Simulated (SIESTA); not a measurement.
**Input and output of a self-consistent single point for Tl (P6_3/mmc, 2 atoms in the cell) (SIESTA)**

Method of the run: GGA PBE, numerical atomic orbitals DZP, PseudoDojo PBE standard norm-conserving potentials (rewritten from UPF to PSML) (SIESTA 5.4.2).

The input file:

```
# files in the folder: Tl.psml (PseudoDojo PBE standard)
SystemName  Tl
SystemLabel siesta

NumberOfAtoms                2
NumberOfSpecies              1
%block ChemicalSpeciesLabel
  1 81 Tl
%endblock ChemicalSpeciesLabel
LatticeConstant              1.0 Ang
%block LatticeVectors
     3.565188000    0.000000000    0.000000000
    -1.782594000    3.087543000    0.000000000
     0.000000000    0.000000000    5.756103000
%endblock LatticeVectors
AtomicCoordinatesFormat      Bohr
%block AtomicCoordinatesAndAtomicSpecies
    -0.000003369    3.889742390    2.719364554  1
     3.368617820    1.944868278    8.158093661  1
%endblock AtomicCoordinatesAndAtomicSpecies

XC.functional                GGA
XC.authors                   PBE
PAO.BasisSize                DZP
PAO.EnergyShift              0.01 Ry
MeshCutoff                   400 Ry
%block kgrid.MonkhorstPack
    9   0   0  0.0
    0   9   0  0.0
    0   0   5  0.0
%endblock kgrid.MonkhorstPack
OccupationFunction           FD
ElectronicTemperature        0.05 eV

MaxSCFIterations             150
SCF.Mixer.Method             Pulay
SCF.Mixer.Weight             0.1
SCF.Mixer.History            6
SCF.DM.Tolerance             1.0E-04
Diag.ParallelOverK           true
WriteForces                  true
```

Output, abridged:

```
reinit: Reading from file input.fdf

reinit: System Name: Tl
reinit: System Label: siesta

coor:   Atomic-coordinates input format  =     Cartesian coordinates
coor:                                            (in Bohr units)

siesta: Atomic coordinates (Bohr) and species
siesta:     -0.00000   3.88974   2.71936  1        1
siesta:      3.36862   1.94487   8.15809  1        2

siesta: System type = bulk

initatomlists: Number of atoms, orbitals, and projectors:      2    36    52

siesta: ******************** Simulation parameters ****************************
redata: Spin configuration                          = none
redata: Time-Reversal Symmetry                      = T
redata: Number of Atomic Species                    =        1
redata: Mesh Cutoff                                 =   400.0000 Ry
redata: Net charge of the system                    =     0.0000 |e|
redata: Min. number of SCF Iter                     =        0
redata: Max. number of SCF Iter                     =      150
redata: SCF convergence failure will abort job
redata: SCF mix quantity                            = Hamiltonian
redata: Mix DM or H after convergence               =   F
redata: Recompute H after scf cycle                 =   F
redata: Mix DM in first SCF step                    =   T
redata: No kicks to SCF
redata: DM Mixing Weight for Kicks                  =     0.5000
redata: Require Harris convergence for SCF          =   F
redata: Harris energy tolerance for SCF             =     0.000100 eV
redata: Require DM convergence for SCF              =   T
redata: DM tolerance for SCF                        =     0.000100
redata: Require EDM convergence for SCF             =   F
redata: EDM tolerance for SCF                       =     0.001000 eV
redata: Require H convergence for SCF               =   T
redata: Hamiltonian tolerance for SCF               =     0.001000 eV
redata: Require (free) Energy convergence for SCF   =   F
redata: (free) Energy tolerance for SCF             =     0.000100 eV
redata: Using DFT-D3 dispersion                     =   F
redata: Using Saved Data (generic)                  =   F
redata: Method of Calculation                       = Diagonalization
redata: Electronic Temperature                      =   580.2259 K
redata: Number of TDED substeps                     =        3
redata: Dynamics option                             = Single-point calculation
redata: Save all siesta data in one NC              =   F
redata: ***********************************************************************

%block SCF.Mixers
  Pulay
%endblock SCF.Mixers

%block SCF.Mixer.Pulay
  # Mixing method
  method pulay
  variant stable

  # Mixing options
  weight 0.1000
  weight.linear 0.1000
  history 6
%endblock SCF.Mixer.Pulay

DM_history_depth set to one: no extrapolation allowed by default for geometry relaxation
Size of DM history Fstack: 1
Total number of electrons:    26.000000
Total ionic charge:    26.000000

* ProcessorY, Blocksize:    1  37

* Orbital distribution balance (max,min):    36    36

 Kpoints in:          225 . Kpoints trimmed:          203

siesta: k-grid: Number of k-points = 203
siesta: k-points from Monkhorst-Pack grid
siesta: k-cutoff (effective) =    14.390 Ang
siesta: k-point supercell and displacements
siesta: k-grid:     9     0     0      0.000
siesta: k-grid:     0     9     0      0.000
siesta: k-grid:     0     0     5      0.000

diag: Algorithm                                     = D&C
diag: Parallel over k                               =   F
diag: Use parallel 2D distribution                  =   F
diag: Parallel block-size                           = 37
diag: Parallel distribution                         =     1 x     1
diag: Used triangular part                          = Lower
diag: Absolute tolerance                            =  0.100E-15
diag: Orthogonalization factor                      =  0.100E-05
diag: Memory factor                                 =  1.0000

superc: Internal auxiliary supercell:     7 x     7 x     5  =     245
superc: Number of atoms, orbitals, and projectors:    490   8820  12740

                        Single-point calculation

superc: Internal auxiliary supercell:     7 x     7 x     5  =     245
superc: Number of atoms, orbitals, and projectors:    490   8820  12740

outcell: Unit cell vectors (Ang):
        3.565188    0.000000    0.000000
       -1.782594    3.087543    0.000000
        0.000000    0.000000    5.756103

outcell: Cell vector modules (Ang)   :    3.565188    3.565188    5.756103
outcell: Cell angles (23,13,12) (deg):     90.0000     90.0000    120.0000
outcell: Cell volume (Ang**3)        :     63.3613
new_DM -- step:     1
Initializing Density Matrix...

Attempting to read DM from file... Failed...
DM filled with atomic data:

InitMesh: MESH = 40 x 40 x 72 = 115200
InitMesh: Mesh cutoff (required, used) =   400.000   432.424 Ry

stepf: Fermi-Dirac step function

        iscf     Eharris(eV)        E_KS(eV)     FreeEng(eV)     dDmax    Ef(eV) dHmax(eV)
   scf:    1    -3294.982993    -3294.339837    -3294.355069  0.670313 -3.104403  2.873167
   scf:    2    -3294.609477    -3294.476806    -3294.491975  0.040990 -3.146460  2.424554
   scf:    3    -3295.012256    -3294.797692    -3294.812652  0.182785 -3.367772  0.060794
   scf:    4    -3294.783630    -3294.791843    -3294.806779  0.027379 -3.415636  0.328428
   scf:    5    -3294.801882    -3294.797774    -3294.812717  0.024059 -3.395424  0.010959
   scf:    6    -3294.797766    -3294.797774    -3294.812718  0.001515 -3.393964  0.009606
   scf:    7    -3294.797783    -3294.797779    -3294.812723  0.000686 -3.394709  0.000354
   scf:    8    -3294.797779    -3294.797779    -3294.812723  0.000026 -3.394739  0.000012

SCF Convergence by DM+H criterion
max |DM_out - DM_in|         :     0.0000256912
max |H_out - H_in|      (eV) :     0.0000115242
SCF cycle converged after 8 iterations

Using DM_out to compute the final energy and forces

siesta: E_KS(eV) =            -3294.7978

siesta: E_KS - E_eggbox =     -3294.7978

siesta: Atomic forces (eV/Ang):
     1    0.000002   -0.000001   -0.000000
     2   -0.000002    0.000001   -0.000000
   Tot    0.000000    0.000000   -0.000000
   Max    0.000002
   Res    0.000002    sqrt( Sum f_i^2 / 3N )
   Max    0.000002    constrained

Stress tensor Voigt[x,y,z,yz,xz,xy] (kbar):        6.82        6.86       -3.92        0.00       -0.00        0.03
(Free)E + p*V (eV/cell)    -3294.9414
Target enthalpy (eV/cell)    -3294.8127

siesta: Program's energy decomposition (eV):
siesta: Ebs     =      -339.651148
siesta: Eions   =      4116.497735
siesta: Ena     =       471.518705
siesta: Ekin    =      1703.643550
siesta: Enl     =      -352.976324
siesta: Eso     =         0.000000
siesta: Edftu   =         0.000000
siesta: DEna    =        29.009818
siesta: DUscf   =         0.674699
siesta: DUext   =         0.000000
siesta: Ex      =      -964.122091
siesta: Ec      =       -66.048401
siesta: Exc     =     -1030.170492
siesta: Eharris =     -3294.797779
siesta: Etot    =     -3294.797779
siesta: FreeEng =     -3294.812723

siesta: Stress tensor (static) (eV/Ang**3):
siesta:     0.004259    0.000017   -0.000000
siesta:     0.000017    0.004279    0.000000
siesta:    -0.000000    0.000000   -0.002446

siesta: Cell volume =         63.361290 Ang**3

siesta: Pressure (static):
siesta:                Solid            Molecule  Units
siesta:          -0.00002212         -0.00002212  Ry/Bohr**3
siesta:          -0.00203079         -0.00203077  eV/Ang**3
siesta:          -3.25369106         -3.25364475  kBar
```

The run converged in 8 iterations.

The starting cell comes from a database of computed structures (which also holds hypothetical and non-ambient phases and stackings), without a prior relaxation at this level. Its lattice was rescaled by a random factor within 2.5 % of one. Values carry the incompleteness of an atom-centred basis.
